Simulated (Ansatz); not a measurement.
## A computed series for BeS: response to strain

Take BeS in the zinc blende structure (space group F-43m, No. 216; a = 4.838 Å) as the base. Axes: x, y, z lie along the cube axes.

Strains are applied to the cell and any free atomic positions relax; under biaxial strain the out-of-plane vector relaxes too.

Method: PBEsol in Ansatz (plane waves to 420 eV, PAW, scalar-relativistic without spin-orbit coupling).

```csv
"biaxial strain, plane normal [111], relaxed out of plane (%)",out-of-plane strain (%)
-2.5,1.04
-2.08,0.86
-1.67,?
-1.25,0.51
-0.83,0.34
-0.42,0.17
0,0.00
```

Q: Fit ε⊥ = −νε + γε² (strains in %) to the rows shown and predict the withheld row.

A: Least squares on the printed values gives ν = 0.40 (the biaxial Poisson response) and γ = 0.005 (largest residual 0.00 %); this predicts 0.69 %, and the run gives 0.68 %, in agreement.

Stability against distortions was not tested.

Ansatz is a program for electronic structure.
